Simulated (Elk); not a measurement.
Band structure of Tc3Sn (P-6m2, 4 atoms in the cell).

```
CELL_PARAMETERS angstrom
      2.88246     0.00000     0.00000
     -1.44123     2.49629     0.00000
      0.00000     0.00000     8.45992
ATOMIC_POSITIONS crystal
  Tc 0.00000 0.00000 0.50000
  Tc 0.33333 0.66667 0.26178
  Tc 0.33333 0.66667 0.73822
  Sn 0.00000 0.00000 0.00000
```

Method of the run: Elk with PBEsol, all-electron FP-LAPW, Elk's shipped species files, default APW+lo basis.

Settings: xctype = 22; rgkmax = 7; stype = 3; swidth = 0.00183747 Ha; ngridk = 12 12 4; rmtscf = 0.89.

The starting cell comes from a database of computed structures (which also holds hypothetical and non-ambient phases and stackings), without a prior relaxation at this level. Its lattice was rescaled by a random factor within 2.5 % of one. Spin polarisation is off. Values depend on the basis (sphere radii, cutoffs, local orbitals), which need not be converged.

Levels in eV from the Fermi level, bands 29 to 36:
| point | 29 | 30 | 31 | 32 | 33 | 34 | 35 | 36 |
|---|---|---|---|---|---|---|---|---|
| Γ | -2.09 | -1.26 | -1.26 | -0.63 | -0.17 | -0.17 | 1.04 | 1.29 |
| M | -1.96 | -0.79 | -0.55 | -0.01 | 1.96 | 2.02 | 2.11 | 2.38 |
| K | -2.32 | -2.10 | -1.72 | 0.15 | 0.68 | 0.89 | 0.92 | 1.59 |
| A | -2.12 | -1.25 | -1.25 | -0.63 | -0.31 | -0.31 | 0.10 | 1.36 |
| L | -1.07 | -0.54 | -0.43 | -0.34 | 1.46 | 2.05 | 2.25 | 2.48 |
| H | -2.26 | -2.14 | -1.73 | -0.24 | 0.25 | 1.16 | 1.16 | 2.35 |

Bands cross the Fermi level along this path, so the cell is metallic at this level.
